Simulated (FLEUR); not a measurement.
Worked example: self-consistent single point of Mg₂Cu (Ibam, 6 atoms in the cell) in FLEUR.

Method of the run: PBEsol, all-electron FLAPW (FLEUR), scalar-relativistic valence in FLEUR.

The change in words: lattice scaled by 0.98. Reference geometry:
```
CELL_PARAMETERS angstrom
     -3.19527     3.20147     2.59491
      3.19527    -3.20147     2.59491
      3.19527     3.20147    -2.59491
ATOMIC_POSITIONS crystal
  Mg 0.66795 0.83211 0.50006
  Mg 0.33205 0.16789 0.49994
  Mg 0.83205 0.33211 0.16416
  Mg 0.16795 0.66789 0.83584
  Cu 0.75000 0.75000 0.00000
  Cu 0.25000 0.25000 0.00000
```

Reference input (self-consistent single point, DFT, PBEsol, all-electron FLAPW (FLEUR), scalar-relativistic valence): Kmax = 4 1/bohr; GmaxXC = 16 1/bohr; xcFunctional = PBEs; jspins = 1; l_soc = F; mode = hist; fermiSmearingEnergy = 0.00367493 Htr; mesh (inpgen div1-3) = 5 5 5; inpgen gamma flag = false; Gmax = 16 1/bohr; numbands = 0; maxIterBroyd = 99. This run's input differs from it in these lines:

```diff
@@ -3,5 +3,5 @@
 &input film=f /
--6.0381851942 6.0499014962 4.9036786667
-6.0381851942 -6.0499014962 4.9036786667
-6.0381851942 6.0499014962 -4.9036786667
+-5.9174222462 5.9289042222 4.8056056603
+5.9174222462 -5.9289042222 4.8056056603
+5.9174222462 5.9289042222 -4.8056056603
 1.0
@@ -48,5 +48,5 @@
          <bravaisMatrix>
-            <row-1>   -6.0381851942000004     6.0499014962000004     4.9036786667000003</row-1>
-            <row-2>    6.0381851942000004    -6.0499014962000004     4.9036786667000003</row-2>
-            <row-3>    6.0381851942000004     6.0499014962000004    -4.9036786667000003</row-3>
+            <row-1>   -5.9174222462000001     5.9289042221999999     4.8056056603000004</row-1>
+            <row-2>    5.9174222462000001    -5.9289042221999999     4.8056056603000004</row-2>
+            <row-3>    5.9174222462000001     5.9289042221999999    -4.8056056603000004</row-3>
          </bravaisMatrix>
```

Output (repeated stretches shortened):

```
 Iteration:     1   Distance:      26.49465557 me/bohr^3
 Iteration:     2   Distance:      15.39651026 me/bohr^3
 Iteration:     3   Distance:       5.80595160 me/bohr^3
 Iteration:     4   Distance:       4.87511353 me/bohr^3
 Iteration:     5   Distance:       1.50730364 me/bohr^3
   [... 9 lines left out ...]
 Iteration:    15   Distance:       0.00074341 me/bohr^3
 Iteration:    16   Distance:       0.00002116 me/bohr^3
 Iteration:    17   Distance:       0.00004036 me/bohr^3
 Iteration:    18   Distance:       0.00000042 me/bohr^3
 Reset of history
 Run finished successfully
 Stop message:
   Structural relaxation: new displacements generated

[file out, last iteration]
             iter=     19
[...]
          total density-effective poten   -6.4804620135E+03
          total charge density-energy d   -1.9666300646E+02
 Updated energy parameters for spin:           1
[...]
 fermi energy and band-weighting factors:

[...]
FERMIE:
          first approx. to ef    (T=0)  :   0.206461 htr   (energy of the highest occ. eigenvalue)
          number of occ. states  (T=0)  :        839
          first approx. to seigv (T=0)  : -50.220035 htr
          sum of weights of occ. states :  31.000000
          sum of semicore charge        :   0.000000 e
FERHIS:  Fermi-Energy by histogram:
          bandgap                     :   0.000384 htr
   [... lines left out ...]
          charge neutrality (T=0)     :   0.000000    (zero if the highest occ. eigenvalue is "entirely" occupied)
     EF_NEWTON:  Adjust Fermi-Energy by Newton-Method.
 Direct bandgap for spin            1 :    1.3509497379715657E-002  Htr
 ---->    free energy=                     -4107.0360249295 htr
   [... lines left out ...]
      extrapolation for T->0
 ---->    total electron energy=           -4107.0349254494 htr
 ***** TOTAL FORCES ON ATOMS *****
 TOTAL FORCE FOR ATOM TYPE=  1  X= -1.987   Y= -3.937   Z=  0.000
                       FX_TOT= 0.000363 FY_TOT=-0.000239 FZ_TOT= 0.000000
 TOTAL FORCE FOR ATOM TYPE=  2  X=  0.000   Y=  0.000   Z= -2.403
                       FX_TOT= 0.000000 FY_TOT= 0.000000 FZ_TOT= 0.000000
```

The run converged in 18 iterations. FLEUR gives forces in its relaxation mode, with a further iteration, so its stop message speaks of a relaxation. Against the reference run the free energy goes up by 11.4 meV/atom and the largest force goes from 0.058 to 0.022 eV/Å.

The starting cell comes from a database of computed structures (which also holds hypothetical and non-ambient phases and stackings), without a prior relaxation at this level. For this run, on top of that: lattice scaled by 0.98. Spin polarisation is off. Values depend on the basis (sphere radii, cutoffs, local orbitals), which need not be converged. The log's line on a gap gives a spacing of levels on this mesh, which the program prints for metals too.

Cost on one core of a shared machine: roughly 4 min.
